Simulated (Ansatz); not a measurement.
An ideal cubic perovskite cell is held by its symmetry; such compounds can tilt or shift off centre at room temperature. The starting structures come from a database of crystals and need not be the phases stable at ambient conditions.

 Where the default PAW files enter, the runs use the earlier of Ansatz's two default sets.

Consider the following.

```yaml
crystal:
  lattice:
    - [4.20893, 0.00000, 0.00000]
    - [0.00000, 4.20893, 0.00000]
    - [0.00000, 0.00000, 4.20893]
  atoms:
    - { symbol: Zr, position: [0.00000, 0.00000, 0.00000] }
    - { symbol: Pb, position: [0.50000, 0.50000, 0.50000] }
    - { symbol: O, position: [0.50000, 0.00000, 0.00000] }
    - { symbol: O, position: [0.00000, 0.50000, 0.00000] }
    - { symbol: O, position: [0.00000, 0.00000, 0.50000] }
```

Space group of this cell: Pm-3m, cubic perovskite. The cell is taken as given; by r2SCAN its mean pressure is -5.6 GPa.

Method: r2SCAN (plane waves, PAW; Ansatz, an electronic-structure program).

The current runs along the normal of the first two printed vectors; no spin-orbit coupling. Scaled by the factor s: all lengths (ions clamped). Meshes 8×8×8 and 8×8 across the current in all rows.

| s | mean pressure (GPa) | band gap (eV) |
|---|---|---|
| 0.98 | 4.5 | 2.90 |
| 1.00 | -5.6 | 2.74 |
| 1.02 | -13.2 | ? |

Question: Take the slope of the band gap against ln s from the two given rows, extrapolate to s = 1.02, and say what the run there gives.

Answer: Slope = (2.90 − 2.74) / ln 0.98 = -7.92 eV. The line gives 2.74 + (-7.92) × ln 1.02 = 2.58 eV. The run gives 2.55 eV, 0.03 eV under the line, 21 % of the predicted step.
